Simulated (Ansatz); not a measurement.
A set of related cells and their Bader charge of H.

Cell A: a slab of Al (fcc, Fm-3m) cut along (111), 81 atoms, hexagonal cell of 11.43 Å (113.1 Å²), symmetry Cm within 0.02 Å, 10.3 Å thick under 16 Å of vacuum, in-plane vectors held at the crystal's; planes from bottom to top: Al16 × 5 | H; added, foreign or displaced atoms, above the top plane: H bound to 3 Al at 1.92 Å; spin state with PBE: run without spin, k-point mesh 4×4×1.
```yaml
crystal:
  lattice:
    - [11.42845, 0.00000, 0.00000]
    - [5.71423, 9.89733, 0.00000]
    - [0.00000, 0.00000, 26.32896]
  atoms:
    - { symbol: Al, position: [0.91710, 0.16547, 0.30249] }
    - { symbol: Al, position: [0.16743, 0.16547, 0.30249] }
    - { symbol: Al, position: [0.41704, 0.16553, 0.30268] }
    - { symbol: Al, position: [0.66742, 0.16553, 0.30268] }
    - { symbol: Al, position: [0.91716, 0.41568, 0.30246] }
    - { symbol: Al, position: [0.16745, 0.41577, 0.30306] }
    - { symbol: Al, position: [0.41714, 0.41572, 0.30276] }
    - { symbol: Al, position: [0.66677, 0.41577, 0.30306] }
    - { symbol: Al, position: [0.91710, 0.66541, 0.30264] }
    - { symbol: Al, position: [0.16717, 0.66563, 0.30275] }
    - { symbol: Al, position: [0.41721, 0.66563, 0.30275] }
    - { symbol: Al, position: [0.66749, 0.66541, 0.30264] }
    - { symbol: Al, position: [0.91706, 0.91588, 0.30269] }
    - { symbol: Al, position: [0.16742, 0.91515, 0.30309] }
    - { symbol: Al, position: [0.41706, 0.91588, 0.30269] }
    - { symbol: Al, position: [0.66719, 0.91562, 0.30260] }
    - { symbol: Al, position: [0.00007, 0.99903, 0.39255] }
    - { symbol: Al, position: [0.25090, 0.99903, 0.39255] }
    - { symbol: Al, position: [0.50095, 0.99877, 0.39249] }
    - { symbol: Al, position: [0.75029, 0.99877, 0.39249] }
    - { symbol: Al, position: [0.00053, 0.24893, 0.39218] }
    - { symbol: Al, position: [0.25089, 0.24848, 0.39254] }
    - { symbol: Al, position: [0.50049, 0.24903, 0.39250] }
    - { symbol: Al, position: [0.75063, 0.24848, 0.39254] }
    - { symbol: Al, position: [0.00008, 0.49926, 0.39251] }
    - { symbol: Al, position: [0.25063, 0.49908, 0.39254] }
    - { symbol: Al, position: [0.50029, 0.49908, 0.39254] }
    - { symbol: Al, position: [0.75066, 0.49926, 0.39251] }
    - { symbol: Al, position: [0.00055, 0.74891, 0.39248] }
    - { symbol: Al, position: [0.25064, 0.74871, 0.39253] }
    - { symbol: Al, position: [0.50055, 0.74891, 0.39248] }
    - { symbol: Al, position: [0.75034, 0.74932, 0.39244] }
    - { symbol: Al, position: [0.08367, 0.08267, 0.48084] }
    - { symbol: Al, position: [0.33413, 0.08216, 0.48096] }
    - { symbol: Al, position: [0.58391, 0.08218, 0.48138] }
    - { symbol: Al, position: [0.83371, 0.08216, 0.48096] }
    - { symbol: Al, position: [0.08375, 0.33202, 0.48083] }
    - { symbol: Al, position: [0.33436, 0.33226, 0.48113] }
    - { symbol: Al, position: [0.58338, 0.33226, 0.48113] }
    - { symbol: Al, position: [0.83423, 0.33202, 0.48083] }
    - { symbol: Al, position: [0.08388, 0.58274, 0.48112] }
    - { symbol: Al, position: [0.33385, 0.58230, 0.48172] }
    - { symbol: Al, position: [0.58338, 0.58274, 0.48112] }
    - { symbol: Al, position: [0.83379, 0.58242, 0.48090] }
    - { symbol: Al, position: [0.08388, 0.83170, 0.48111] }
    - { symbol: Al, position: [0.33442, 0.83170, 0.48111] }
    - { symbol: Al, position: [0.58398, 0.83224, 0.48137] }
    - { symbol: Al, position: [0.83378, 0.83224, 0.48137] }
    - { symbol: Al, position: [0.91708, 0.16570, 0.56934] }
    - { symbol: Al, position: [0.16722, 0.16570, 0.56934] }
    - { symbol: Al, position: [0.41702, 0.16587, 0.57004] }
    - { symbol: Al, position: [0.66711, 0.16587, 0.57004] }
    - { symbol: Al, position: [0.91718, 0.41565, 0.56931] }
    - { symbol: Al, position: [0.16629, 0.41483, 0.56899] }
    - { symbol: Al, position: [0.41656, 0.41688, 0.57075] }
    - { symbol: Al, position: [0.66887, 0.41483, 0.56899] }
    - { symbol: Al, position: [0.91727, 0.66545, 0.56997] }
    - { symbol: Al, position: [0.16818, 0.66522, 0.57076] }
    - { symbol: Al, position: [0.41661, 0.66522, 0.57076] }
    - { symbol: Al, position: [0.66729, 0.66545, 0.56997] }
    - { symbol: Al, position: [0.91718, 0.91576, 0.56997] }
    - { symbol: Al, position: [0.16619, 0.91762, 0.56891] }
    - { symbol: Al, position: [0.41707, 0.91576, 0.56997] }
    - { symbol: Al, position: [0.66713, 0.91573, 0.57010] }
    - { symbol: Al, position: [0.99944, 0.00043, 0.65930] }
    - { symbol: Al, position: [0.25013, 0.00043, 0.65930] }
    - { symbol: Al, position: [0.50057, 0.99911, 0.65997] }
    - { symbol: Al, position: [0.75032, 0.99911, 0.65997] }
    - { symbol: Al, position: [0.00070, 0.24860, 0.65912] }
    - { symbol: Al, position: [0.24991, 0.24785, 0.65936] }
    - { symbol: Al, position: [0.50032, 0.24936, 0.65946] }
    - { symbol: Al, position: [0.75224, 0.24785, 0.65936] }
    - { symbol: Al, position: [0.99948, 0.49810, 0.65931] }
    - { symbol: Al, position: [0.24700, 0.49589, 0.65883] }
    - { symbol: Al, position: [0.50711, 0.49589, 0.65883] }
    - { symbol: Al, position: [0.75243, 0.49810, 0.65931] }
    - { symbol: Al, position: [0.00021, 0.74901, 0.65934] }
    - { symbol: Al, position: [0.24710, 0.75580, 0.65874] }
    - { symbol: Al, position: [0.50078, 0.74901, 0.65934] }
    - { symbol: Al, position: [0.75053, 0.74894, 0.65995] }
    - { symbol: H, position: [0.33336, 0.58329, 0.69250] }
```

Cell B: a slab of Al (fcc, Fm-3m) cut along (111), 84 atoms, hexagonal cell of 11.43 Å (113.1 Å²), symmetry P3m1 within 0.02 Å, 12.0 Å thick under 16 Å of vacuum, in-plane vectors held at the crystal's; planes from bottom to top: Al16 × 5 | AlH3, its two faces unlike (dipole correction applied); added, foreign or displaced atoms, above the top plane: AlH3 bound through Al to 3 Al at 2.83 Å; spin state with PBE: run without spin, k-point mesh 4×4×1.
```
Al27H
1.0
   11.42845     0.00000     0.00000
    5.71423     9.89733     0.00000
    0.00000     0.00000    28.07489
Al H
81 3
Direct
  0.91656   0.16672   0.28419
  0.16675   0.16650   0.28371
  0.41672   0.16672   0.28419
  0.66655   0.16690   0.28384
  0.91674   0.41653   0.28392
  0.16673   0.41653   0.28392
  0.41690   0.41655   0.28384
  0.66655   0.41655   0.28384
  0.91667   0.66667   0.28369
  0.16673   0.66674   0.28392
  0.41672   0.66656   0.28419
  0.66653   0.66674   0.28392
  0.91674   0.91673   0.28392
  0.16675   0.91675   0.28371
  0.41650   0.91675   0.28371
  0.66653   0.91673   0.28392
  0.99997   0.99973   0.36841
  0.25000   0.00000   0.36799
  0.50030   0.99973   0.36841
  0.74994   0.00012   0.36831
  0.99997   0.25030   0.36841
  0.24973   0.25030   0.36841
  0.50020   0.25020   0.36837
  0.74959   0.25020   0.36837
  0.99973   0.50054   0.36818
  0.25012   0.49994   0.36831
  0.50020   0.49959   0.36837
  0.74994   0.49994   0.36831
  0.99973   0.74973   0.36818
  0.24973   0.74997   0.36841
  0.50030   0.74997   0.36841
  0.75054   0.74973   0.36818
  0.08367   0.08317   0.45139
  0.33317   0.08317   0.45139
  0.58385   0.08352   0.45137
  0.83262   0.08352   0.45137
  0.08338   0.33325   0.45125
  0.33352   0.33385   0.45137
  0.58333   0.33333   0.45206
  0.83262   0.33385   0.45137
  0.08329   0.58336   0.45139
  0.33352   0.58262   0.45137
  0.58385   0.58262   0.45137
  0.83336   0.58336   0.45139
  0.08338   0.83338   0.45125
  0.33317   0.83367   0.45139
  0.58325   0.83338   0.45125
  0.83336   0.83329   0.45139
  0.91655   0.16672   0.53390
  0.16683   0.16635   0.53428
  0.41672   0.16672   0.53390
  0.66583   0.16834   0.53560
  0.91694   0.41648   0.53425
  0.16659   0.41648   0.53425
  0.41834   0.41583   0.53560
  0.66583   0.41583   0.53560
  0.91667   0.66667   0.53430
  0.16659   0.66694   0.53425
  0.41672   0.66655   0.53390
  0.66648   0.66694   0.53425
  0.91694   0.91659   0.53425
  0.16683   0.91683   0.53428
  0.41635   0.91683   0.53428
  0.66648   0.91659   0.53425
  0.00085   0.99922   0.61846
  0.25000   0.00000   0.61860
  0.49992   0.99922   0.61846
  0.75073   0.99854   0.61799
  0.00085   0.24992   0.61846
  0.24922   0.24992   0.61846
  0.49807   0.24807   0.62115
  0.75386   0.24807   0.62115
  0.99981   0.50038   0.61878
  0.24854   0.50073   0.61799
  0.49807   0.50386   0.62115
  0.75073   0.50073   0.61799
  0.99981   0.74981   0.61878
  0.24922   0.75085   0.61846
  0.49992   0.75085   0.61846
  0.75038   0.74981   0.61878
  0.58333   0.33333   0.70188
  0.50235   0.49530   0.70946
  0.50235   0.25235   0.70946
  0.74530   0.25235   0.70946
```

Plane-wave PAW calculations with Ansatz (a first-principles code), its PAW set soft_1, cutoff 420 eV. The structures are at rest with PBE, within the held lattices. Neutral cells; Fermi-Dirac smearing of at most 0.10 eV in the solids, energies taken to zero width. Larger cells are relaxed from a start prepared with the learned potential CHGNet, on a coarser mesh till forces fall under 0.03 eV/Å, which some starts already meet. The structures are the rest points that the relaxations reached, not proven lowest. No correction for cell size. A dispersion term ran beside these levels; it doesn't touch the electrons. Electrons of density maxima off the nuclei are shared among the atoms. Mean over the atoms, with the range where they differ; positive means electrons lost.

Task: Predict the Bader charge of H (e) of each cell with PBE.

Result: 
```
system    PBE
------  -----
A       -0.93
B       -0.73
```

With PBE the value of B exceeds that of A by 0.2 e.
